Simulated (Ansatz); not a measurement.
**What pressure 1.5 GPa does to TiAl2O5**

Take TiAl$_{2}$O$_{5}$ (space group Cmcm, No. 63; a = 3.604 Å, b = 9.360 Å, c = 9.642 Å; a cell from a computed database, its experimental status unchecked) as the base.

Perturbation: cell and atoms relaxed at a pressure of 1.5 GPa.

Level of theory: PBEsol in Ansatz (plane waves to 420 eV, PAW, no SOC). Settings: 8×8×3 k-points, 0.05 eV Fermi–Dirac smearing.

```csv
quantity,base,changed,shift
volume per atom,10.16 Å³,10.09 Å³,-0.078 Å³
shortest interatomic distance,1.831 Å,1.828 Å,-0.003 Å
enthalpy H = E + PV relative to the base's energy,–,+0.09 eV/atom,–
band gap,3.02 eV,3.02 eV,0.00 eV
gap character,"indirect, Γ → Y","indirect, Γ → Y",–
width of the top valence band,0.65 eV,0.67 eV,+0.026 eV
hole mass,"2.1 mₑ along a, 1.0 mₑ along b, 0.56 mₑ along c (at Γ)","2.5 mₑ along a, 1.2 mₑ along b, 0.62 mₑ along c (at Γ)",–
"valence-band top at Γ (three highest levels, from the VBM)","0.00, -0.35, -0.49 eV","0.00, -0.38, -0.50 eV",–
```

Cost of the whole job for the changed cell (relaxation, final SCF and bands): about 4 core-minutes (a rough figure).

Load acts through the strain it causes; cell and atoms are relaxed under it. Effective masses come from finite differences of ±0.01 Å⁻¹. No phonon test of stability was made. All final runs are without spin polarisation.

Ansatz is a first-principles code.
